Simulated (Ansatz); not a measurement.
Band structure of Ba (Cmcm, 2 atoms in the cell).

```xyz
2
Lattice="2.1565 -3.9121 0.0000 2.1565 3.9121 0.0000 0.0000 0.0000 7.2693" Properties=species:S:1:pos:R:3 pbc="T T T"
Ba     2.1565    -1.1705     5.4520
Ba     2.1565     1.1705     1.8173
```

Method of the run: PBEsol, PAW files made with PBE (plane waves; Ansatz, an electronic-structure program).

Settings: kpoints.mp_grid.grid = 6 6 3; hamiltonian.xc = pbesol; hamiltonian.pseudopotentials = {kind: paw} (the program's default PAW files); scf.occupations.method = gaussian; scf.occupations.width = 0.272 eV; kpoints.band_path.npoints = 8.

The starting cell comes from a database of computed structures (which also holds hypothetical and non-ambient phases and stackings), without a prior relaxation at this level. Its lattice was rescaled by a random factor within 2.5 % of one.

Levels in eV from the Fermi level, bands 7 to 13:
```csv
point,7,8,9,10,11,12,13
Γ,-13.73,-13.72,-2.80,-0.99,1.10,1.52,1.62
X,-13.96,-13.87,-0.12,0.09,0.15,0.37,0.98
S,-13.81,-13.81,-0.76,-0.44,-0.31,0.73,1.50
R,-13.84,-13.84,-0.74,-0.74,0.39,0.39,1.63
A,-13.82,-13.82,0.08,0.08,0.27,0.27,0.86
Z,-13.74,-13.74,-1.83,-1.83,0.99,0.99,1.64
Y,-13.86,-13.77,-0.63,-0.47,-0.01,0.54,0.97
X1,-13.96,-13.87,-0.12,0.09,0.15,0.37,0.98
A1,-13.82,-13.82,0.08,0.08,0.27,0.27,0.86
T,-13.81,-13.81,-0.87,-0.87,0.48,0.48,1.44
```

Bands cross the Fermi level along this path, so the cell is metallic at this level.

Keys are those of Ansatz 0.2.
